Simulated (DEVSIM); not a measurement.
System: Ru/SiO2/p-Si capacitor, at 250 K.

Layer 1 from the left is SiO2, thickness (nm) 2.60. Layer 2 from the left is Si, thickness (nm) 7100, Na (cm⁻³) 6.6e15.

Metal gate on the left, work function 4.7 eV. Fixed charge at the semiconductor interface -8.4e10 cm⁻² (in units of +e); no interface traps.

The device is made up for the run: typed textbook-type constants, with dimensions and the other settings drawn at random. Values at 300 K; Nc and Nv go as T^1.5, mobilities as T to minus their exponent, the gap by Varshni's rule with the affinity fixed.

SiO2: gap (eV) 9, affinity (eV) 0.9, permittivity 3.9. Si: gap (eV) 1.124, affinity (eV) 4.05, permittivity 11.7, Nc (cm⁻³) 2.86e19, Nv (cm⁻³) 3.1e19, Varshni α (eV/K) 0.000473, Varshni β (K) 636.

Estimate by hand the flat-band voltage, the threshold voltage, and compare with a numerical solution.


- Flat-band voltage: C = 1.33 μF/cm², work-function difference -0.310 V; VFB = φms − qNf/C = -0.30 V; numerical -0.30 V.
- Threshold voltage: φF = 0.393 V, depletion charge √(4εqNφF) = 4.15e-8 C/cm²; VT = VFB + 2φF + Qd/C = 0.52 V; numerical 0.52 V.

DEVSIM, 1D Poisson equation in equilibrium, Boltzmann statistics, complete ionisation; no quantum confinement or tunnelling. Metal contacts follow the ideal Schottky-Mott rule: no Fermi-level pinning, no interface dipoles.
